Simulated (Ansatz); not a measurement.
**Ni, response to strain**

Consider Ni in the fcc (Cu type) structure (space group Fm-3m, No. 225; a = 3.479 Å; ferromagnetic; relaxed with 0.1 eV smearing). Axes: x, y, z lie along the cube axes.

Strains are applied to the cell and any free atomic positions relax; under biaxial strain the out-of-plane vector relaxes too; under stress the whole cell relaxes.

Calculations: r2SCAN (Ansatz, a quantum-chemistry and plane-wave program), scalar-relativistic without spin-orbit coupling.

Notes on the quantities. energy relative to the base: free energy F; pressure: mean of the normal stresses, compression positive.

| change | energy relative to the base | volume per atom | pressure | space group |
|---|---|---|---|---|
| base | 0 meV/atom | 10.53 Å³ | 0.0 GPa | Fm-3m (No. 225) |
| biaxial strain +2.25 %, plane normal [001], relaxed out of plane | +8.6 meV/atom | 10.72 Å³ | -3.7 GPa | I4/mmm (No. 139) |
| biaxial strain +4.80 %, plane normal [001], relaxed out of plane | +34 meV/atom | 10.89 Å³ | -6.3 GPa | I4/mmm (No. 139) |
| isotropic strain −4.87 % | +186 meV/atom | 9.06 Å³ | 47.1 GPa | Fm-3m (No. 225) |
| isotropic strain −4.79 % | – | 9.08 Å³ | 46.0 GPa | Fm-3m (No. 225) |
| isotropic strain +3.67 % | +75 meV/atom | 11.73 Å³ | -18.0 GPa | Fm-3m (No. 225) |
| uniaxial strain ε_xx = −1.29 % | +1.7 meV/atom | 10.39 Å³ | 2.9 GPa | I4/mmm (No. 139) |
| uniaxial strain ε_zz = −2.10 % | +4.6 meV/atom | 10.30 Å³ | 4.9 GPa | I4/mmm (No. 139) |
| tensor shear ε_yz = +0.80 % | +1.2 meV/atom | 10.52 Å³ | 0.1 GPa | Immm (No. 71) |
| uniaxial stress, 1 GPa compression along x | +0.2 meV/atom | 10.51 Å³ | – | I4/mmm (No. 139) |

Other magnetic orders, which the real material may have, were not ruled out. Beyond what the load breaks, stability against distortions was not tested.
